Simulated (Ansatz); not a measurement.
HfCl₄ (P2/c, No. 13), treated with PBE0 (Ansatz, an electronic-structure program, plane waves, PAW).

Run with plane-wave cutoff 500 eV, 4×4×4 k mesh, gaussian smearing 0.02 eV, scalar-relativistic PAW data made under PBE.

Cell (relaxed with PBEsol):

```yaml
crystal:
  lattice:
    - [6.62453, 0.00000, 0.10687]
    - [0.00000, 7.76815, 0.00000]
    - [-1.90285, 0.00000, 5.87528]
  atoms:
    - { symbol: Hf, position: [0.50000, 0.65420, 0.75000] }
    - { symbol: Hf, position: [0.50000, 0.34580, 0.25000] }
    - { symbol: Cl, position: [0.28661, 0.39841, 0.51097] }
    - { symbol: Cl, position: [0.71339, 0.60159, 0.48903] }
    - { symbol: Cl, position: [0.71339, 0.39841, 0.98903] }
    - { symbol: Cl, position: [0.28661, 0.60159, 0.01097] }
    - { symbol: Cl, position: [0.25852, 0.15527, 0.03187] }
    - { symbol: Cl, position: [0.74148, 0.84473, 0.96813] }
    - { symbol: Cl, position: [0.74148, 0.15527, 0.46813] }
    - { symbol: Cl, position: [0.25852, 0.84473, 0.53187] }
```

**Question.** Estimate the band gap that the calculation returns.

**Answer.** 
- band gap: 6.22 eV (on the SCF k mesh)

Note: cell and atoms aren't relaxed at this level (pressure 1.0 GPa); the cell has widely spaced layers and the level no dispersion term, so their spacing and the moduli can rest on weak binding.

Spin–orbit coupling is not included.

The computed numbers hold no vibrational or temperature effects.
